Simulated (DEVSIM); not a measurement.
System: illuminated Si p-on-n cell, one wavelength, with a back-surface field, at 300 K.

```csv
layer (left to right),material,thickness (μm),Nd (cm⁻³),Na (cm⁻³),τn (s),τp (s),absorption coefficient (cm⁻¹)
1,Si,0.0760,-,2e18,2.1e-5,5.9e-5,290
2,Si,130,3e15,-,0.00073,0.00073,290
3,Si,1.60,8.2e18,-,0.00073,0.00073,290
```

Left contact: ohmic, minority electron recombination velocity 60 cm/s. Right contact: ohmic, minority hole recombination velocity 9e5 cm/s. Voltage is applied to the left contact. Recombination: SRH at mid-gap, radiative, Auger. Gap narrowing is on: ΔEg = 6.92 meV × (l + √(l² + 0.5)), l = ln(N/1.3e17 cm⁻³), shared equally by both band edges. Light enters at the left, 2.4e17 photons cm⁻² s⁻¹, one pass, no reflection. Mobility is μmin + (μ − μmin)/(1 + (N/Nref)^α).

Constants are typed, rounded textbook-type inputs, not results; the design itself was drawn at random and stands for no fabricated device. Values at 300 K.

```tsv
parameter	Si
gap (eV)	1.124
affinity (eV)	4.05
permittivity	11.7
Nc (cm⁻³)	2.86e19
Nv (cm⁻³)	3.1e19
μn (cm²/Vs)	1417
μp (cm²/Vs)	470
μn,min	52
μp,min	45
Nref,n	9.7e16
Nref,p	2.2e17
αn	0.68
αp	0.72
B (cm³/s)	4.7e-15
Cn (cm⁶/s)	2.8e-31
Cp (cm⁶/s)	9.9e-32
```

Model (solved in DEVSIM): 1D drift-diffusion, Boltzmann statistics, complete ionisation; no tunnelling, impact ionisation, image-force lowering or self-heating.

Base results: dark forward voltage at 100 A/cm² (V) 0.910; dark forward voltage at 1 A/cm² (V) 0.755; short-circuit current (mA/cm²) 37.1; fill factor 0.83.

Q: What follows from this one change: recombination velocity at the left contact 60 → 1e+06 cm/s?

A: dark forward voltage at 100 A/cm² 0.910 → 0.873 V; dark forward voltage at 1 A/cm² 0.755 → 0.653 V; short-circuit current little changed (37.0 mA/cm²); fill factor 0.83 → 0.82.

Q: What follows from this one change: recombination velocity at the right contact 900000 → 100 cm/s?

A: dark forward voltage at 100 A/cm² 0.910 → 0.919 V; dark forward voltage at 1 A/cm² 0.755 → 0.786 V; short-circuit current 37.1 → 37.4 mA/cm²; fill factor little changed (0.82).

Q: What follows from this one change: Auger recombination switched off?

A: dark forward voltage at 100 A/cm² 0.910 → 0.916 V; dark forward voltage at 1 A/cm² little changed (0.757 V); short-circuit current little changed (37.1 mA/cm²); fill factor little changed (0.83).
